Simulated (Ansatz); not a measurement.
Consider W3N4 (space group Pm-3m, No. 221; a = 4.1792 Å). Axes: x, y, z lie along the cube axes.

Method: Ansatz (a program for electronic structure), PBEsol, PAW, cutoff 420 eV, no spin-orbit coupling.

Strains are applied to the cell and any free atomic positions relax; under biaxial strain the out-of-plane vector relaxes too.

One change was made to it. Results:

```tsv
quantity	base	after
pressure (mean of the normal stresses, compression positive)	0.0 GPa	1.2 GPa
energy relative to the base (free energy F)	0 meV/atom	+14 meV/atom
shortest interatomic distance	2.090 Å	2.051 Å
```

**Question.** Which change produced these results?
(A) isotropic strain −2.39 %
(B) biaxial strain +1.81 %, plane normal [001], relaxed out of plane
(C) strain tensor (xx, yy, zz, yz, xz, xy) = (+1.18, −1.86, +0.60, −1.06, +0.23, −1.10) %

**Answer.** C, strain tensor (xx, yy, zz, yz, xz, xy) = (+1.18, −1.86, +0.60, −1.06, +0.23, −1.10) %. For comparison, the energy relative to the base in the other runs: isotropic strain −2.39 % gives +68 meV/atom; biaxial strain +1.81 %, plane normal [001], relaxed out of plane gives +19 meV/atom.

Without a gap, meshes like the base's 11×11×11 leave anisotropic stresses uncertain by several tenths of a GPa, and small strain energies with them. Stability against distortions was not tested. The final runs are not spin-polarised.
